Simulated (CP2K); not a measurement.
**Worked example: self-consistent single point of NaH2Pd3 (Cmmm, 6 atoms in the cell) in CP2K**

Computed with CP2K with PBEsol, GPW, DZVP-MOLOPT-SR-GTH basis, GTH-PBE potentials (GTH_POTENTIALS).

Input as run:

```
&GLOBAL
  PROJECT nah2pd3
  RUN_TYPE ENERGY_FORCE
  PRINT_LEVEL LOW
&END GLOBAL
&FORCE_EVAL
  METHOD Quickstep
  STRESS_TENSOR ANALYTICAL
  &DFT
    BASIS_SET_FILE_NAME BASIS_MOLOPT
    POTENTIAL_FILE_NAME GTH_POTENTIALS
    &QS
      METHOD GPW
      EPS_DEFAULT 1E-11
    &END QS
    &MGRID
      CUTOFF 950
      REL_CUTOFF 60
      NGRIDS 5
    &END MGRID
    &SCF
      SCF_GUESS ATOMIC
      EPS_SCF 1E-7
      MAX_SCF 100
      ADDED_MOS 11
      &DIAGONALIZATION
        ALGORITHM STANDARD
      &END DIAGONALIZATION
      &MIXING
        METHOD BROYDEN_MIXING
        ALPHA 0.3
        NBUFFER 12
        BETA 1
      &END MIXING
      &SMEAR ON
        METHOD FERMI_DIRAC
        ELECTRONIC_TEMPERATURE [K] 1160.45
      &END SMEAR
    &END SCF
    &KPOINTS
      SCHEME MONKHORST-PACK 5 5 8
      GAMMA_CENTERED T
    &END KPOINTS
    &XC
      &XC_FUNCTIONAL
        &PBE
          PARAMETRIZATION PBESOL
        &END PBE
      &END XC_FUNCTIONAL
    &END XC
    &PRINT
      &MO
        EIGENVALUES T
        OCCUPATION_NUMBERS T
        NDIGITS 8
        FILENAME mo
        &EACH
          QS_SCF 0
        &END EACH
        ADD_LAST NUMERIC
      &END MO
      &MULLIKEN OFF
      &END MULLIKEN
    &END PRINT
  &END DFT
  &SUBSYS
    &CELL
      ABC 5.15443800 5.15443770 2.81356000
      ALPHA_BETA_GAMMA 90.00000000 90.00000000 113.48865225
      PERIODIC XYZ
    &END CELL
    &COORD
      Na       1.55002350     2.36366800     0.00000000
      H       -0.49995120     3.70798054     0.00000000
      H        3.59999820     1.01935546     0.00000000
      Pd       0.00000000     0.00000000     0.00000000
      Pd       2.57721900     0.00000000     1.40678000
      Pd      -1.02719550     2.36366800     1.40678000
    &END COORD
    &KIND Na
      BASIS_SET DZVP-MOLOPT-SR-GTH-q9
      POTENTIAL GTH-PBE-q9
    &END KIND
    &KIND H
      BASIS_SET DZVP-MOLOPT-SR-GTH-q1
      POTENTIAL GTH-PBE-q1
    &END KIND
    &KIND Pd
      BASIS_SET DZVP-MOLOPT-SR-GTH-q18
      POTENTIAL GTH-PBE-q18
    &END KIND
  &END SUBSYS
  &PRINT
    &FORCES ON
    &END FORCES
    &STRESS_TENSOR ON
    &END STRESS_TENSOR
  &END PRINT
&END FORCE_EVAL
```

The program printed (abridged):

```
 GLOBAL| Method name                                                        CP2K
 GLOBAL| Project name                                                    nah2pd3
 GLOBAL| Run type                                                   ENERGY_FORCE

 TOTAL NUMBERS AND MAXIMUM NUMBERS

  Total number of            - Atomic kinds:                                   3
                             - Atoms:                                          6
                             - Shell sets:                                     6
                             - Shells:                                        32
                             - Primitive Cartesian functions:                 35
                             - Cartesian basis functions:                    109
                             - Spherical basis functions:                     94

  Maximum angular momentum of- Orbital basis functions:                        3
                             - Local part of the GTH pseudopotential:          2
                             - Non-local part of the GTH pseudopotential:      4

 SCF PARAMETERS         Density guess:                                    ATOMIC
                        max_scf:                                             100
                        max_diis:                                              4
                        eps_scf:                                        1.00E-07
                        eps_diis:                                       1.00E-01
                        eps_eigval:                                     1.00E-05
                        level_shift [a.u.]:                             0.000000
                        added MOs                                        11    0
                        Mixing method:                            BROYDEN_MIXING
                                                charge density mixing in g-space
                        Smear method:                                FERMI_DIRAC
                        Electronic temperature [K]:                       1160.5
                        Electronic temperature [a.u.]:                  3.67E-03
                        Accuracy threshold:                             1.00E-10
                        No outer SCF

 Extrapolation method: initial_guess

 Number of electrons:                                                         65
 Number of occupied orbitals:                                                 33
 Number of molecular orbitals:                                                44

 Number of orbital functions:                                                 94
 Number of independent orbital functions:                                     94

 SCF WAVEFUNCTION OPTIMIZATION

  Step     Update method      Time    Convergence         Total energy    Change
     1 NoMix/Diag. 0.30E+00      -     0.60558210      -430.6819718919 -4.31E+02
     2 Broy./Diag. 0.30E+00      -     0.24462850      -438.7343973318 -8.05E+00
     3 Broy./Diag. 0.30E+00      -     0.08826823      -432.5237020786  6.21E+00
     4 Broy./Diag. 0.30E+00      -     0.02117277      -430.1233541718  2.40E+00
     5 Broy./Diag. 0.30E+00      -     0.01040558      -430.1104205025  1.29E-02
     6 Broy./Diag. 0.30E+00      -     0.00144908      -430.2135695711 -1.03E-01
     7 Broy./Diag. 0.30E+00      -     0.00181522      -430.2580522552 -4.45E-02
   [... 3 lines left out ...]
    11 Broy./Diag. 0.30E+00      -     0.00002573      -430.2385856212  5.63E-04
    12 Broy./Diag. 0.30E+00      -     0.00001866      -430.2387068891 -1.21E-04
    13 Broy./Diag. 0.30E+00      -     0.00000206      -430.2387231247 -1.62E-05
    14 Broy./Diag. 0.30E+00      -     0.00000082      -430.2387038628  1.93E-05
    15 Broy./Diag. 0.30E+00      -     0.00000005      -430.2386962170  7.65E-06

  *** SCF run converged in    15 steps ***

  Electronic density on regular grids:        -64.9999999989        0.0000000011
  Core density on regular grids:               64.9999999998       -0.0000000002
  Total charge density on r-space grids:        0.0000000009
  Total charge density g-space grids:           0.0000000009

  Overlap energy of the core charge distribution:               0.00000000000014
  Self energy of the core charge distribution:               -798.53467154332441
  Core Hamiltonian energy:                                    193.50791298333672
  Hartree energy:                                             220.05837584605274
  Exchange-correlation energy:                                -45.26811340349500
  Electronic entropic energy:                                  -0.00220009953093
  Fermi energy:                                                 0.39993122256774

  Total energy:                                              -430.23869621698731
  Total energy (extrapolated to T->0):                       -430.23759616722185

 ENERGY| Total FORCE_EVAL ( QS ) energy [hartree]           -430.238697192113932

 FORCES| Atomic forces [hartree/bohr]
 FORCES|   Atom     x               y               z               |f|
 FORCES|      1  7.69664791E-07 -1.72605624E-06  1.06859342E-13   1.88988202E-06
 FORCES|      2 -3.43089866E-04  2.24989128E-04  6.10020166E-16   4.10281323E-04
 FORCES|      3  3.43089994E-04 -2.24989250E-04  1.92004202E-16   4.10281497E-04
 FORCES|      4  1.27031086E-10  4.14801814E-11  5.67250868E-16   1.33631965E-10
 FORCES|      5 -6.52291496E-10  2.30451107E-11 -5.25380169E-13   6.52698667E-10
 FORCES|      6  2.44018874E-10  3.79114962E-10 -6.29530890E-13   4.50858916E-10
 FORCES| Sum     7.69511349E-07 -1.72573453E-06 -1.04668244E-12
 FORCES| Total atomic force                                       1.88952571E-06

 STRESS| Analytical stress tensor [bar]
 STRESS|                        x                   y                   z
 STRESS|      x       -1.62171813316E+04  -2.58043083997E+03   4.92390382181E-09
 STRESS|      y       -2.58043083997E+03  -1.84598614684E+04   3.77946578473E-10
 STRESS|      z        4.92390382181E-09   3.77946578473E-10  -2.83310759822E+04
 STRESS| 1/3 Trace                                            -2.10027062608E+04
```

The run converged in 15 iterations.

The starting cell comes from a database of computed structures (which also holds hypothetical and non-ambient phases and stackings), without a prior relaxation at this level. Spin polarisation is off. Values carry the incompleteness of an atom-centred basis. The potentials were made for another functional than the one used.

Cost on one core of a shared machine: roughly 70 s.
